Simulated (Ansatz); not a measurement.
Functionals compared on NH2 on the 1x1 (110) surface of bcc Ta, one in a 2x2 cell, started at the site 'bridge Ta-Ta (span 3.3 Å)', in Ansatz (plane waves, PAW). The structure was relaxed with PBE; the other rows are single points on it, each with its references at the same level. Cutoff 420 eV (500 eV for r2SCAN).

Set-up: 19 atoms, 6.8 Å thick at the start under the adsorbate (thin: gaps and levels are the slab's own); mesh 5x5x1; 0.1 eV smearing; dipole correction on; 8 atoms held, the rest relaxed; symmetry of the start imposed; no spin, no spin-orbit, no U, no dispersion correction. At the end it is bonded to 2 Ta. In PBE it is, or lies within 0.03 eV of, the lowest of the starts that converged. These notes are the PBE run's. Adsorption energies are against NH3(g) − ½ H2(g). A negative adsorption energy means that the adsorbate is more stable on the surface than in its reference.

| functional | adsorption energy (eV) | work function of the top face (eV) | change of the work function (eV) | rough cost of the single point |
|---|---|---|---|---|
| PBE | -1.11 | 3.47 | -1.30 | – |
| RPBE | -0.87 | 3.36 | -1.29 | around 100 core-seconds (rough) |
| r2SCAN | [?] | [?] | [?] | very roughly 3 core-minutes |

### Question
Fill in the missing entries.

### Answer

- r2SCAN, adsorption energy (eV): -1.45
- r2SCAN, work function of the top face (eV): 3.50
- r2SCAN, change of the work function (eV): -1.37

Ansatz is a first-principles code.
